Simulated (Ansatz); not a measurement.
Levels about the gap of amorphous Ti20O45Nb2 (67 atoms in a cell of 831 Å³, 3.72 g/cm³; zone centre alone, so wide bands show as single levels with stretches between that a denser mesh fills), at the geometry that PBE relaxed, where it gives 4.0 GPa on a denser mesh. The participation number counts the atoms over which a state spreads; weights are charges in smoothed Voronoi cells. The levels come from a single point, so bond lengths are those of that geometry. Method of the levels: r2SCAN, scalar-relativistic without spin-orbit coupling (Ansatz, a program for electronic structure). Sampling: the zone centre alone; Fermi-Dirac width 0.02 eV; no spin polarisation. At PBE the levels at the filled edge of the gap are localised (band-tail or defect states).

Preparation: random packing, a CHGNet melt and quench, and a DFT relaxation. O atoms were pushed apart under 1.9 Å during the dynamics, to hinder bonds among them. The hot cell started wider than the set density and was brought back towards it in steps. It is the lowest in DFT energy of 2 quenches. It is a model cell: composition and starting density were chosen by hand, and all elements were melted together. No dispersion term was used. Its density started from a set value of 3.72 and ended at 3.72 g/cm³. The simulated quench (nominally 300 K/ps over its main leg) is rapid and tends to freeze in more defects than a deposited or slowly cooled glass has. Values belong to this one cell and scatter from quench to quench. The volume was held where the preparation left it and the shape relaxed, at a PBE pressure of 4.0 GPa. Stress components on the final sampling reach 4.1 GPa.

```csv
"E - E(highest filled), eV",filling,participation number,largest on,weight O,weight Ti,weight Nb
-0.45,filled,23.2,"O, 2 neighbours",0.94,0.05,0.01
-0.40,filled,18.1,"O, 2 neighbours",0.92,0.07,0.01
-0.31,filled,24.4,"O, 3 neighbours",0.93,0.07,0.01
-0.23,filled,15.5,"O, 3 neighbours",0.92,0.07,0.01
-0.16,filled,16.9,"O, 2 neighbours",0.93,0.07,0.00
-0.09,filled,16.1,"O, 3 neighbours",0.93,0.07,0.01
0.00,filled,9.7,"O, 3 neighbours",0.94,0.06,0.00
2.99,empty,17.1,"Ti, 6 neighbours",0.19,0.77,0.04
3.03,empty,8.9,"Ti, 6 neighbours",0.19,0.75,0.06
3.16,empty,13.3,"Ti, 6 neighbours",0.20,0.77,0.03
3.16,empty,18.3,"Ti, 6 neighbours",0.18,0.73,0.10
3.21,empty,13.4,"Ti, 6 neighbours",0.20,0.73,0.07
3.25,empty,15.7,"Ti, 6 neighbours",0.22,0.64,0.14
3.26,empty,22.5,"Ti, 6 neighbours",0.19,0.75,0.07
```

Most localised among these is the empty level at +3.03 eV, on a Ti atom, which has 6 neighbours (O 1.87 Å, O 1.90 Å, O 1.93 Å, O 1.99 Å, O 2.07 Å, O 2.26 Å).
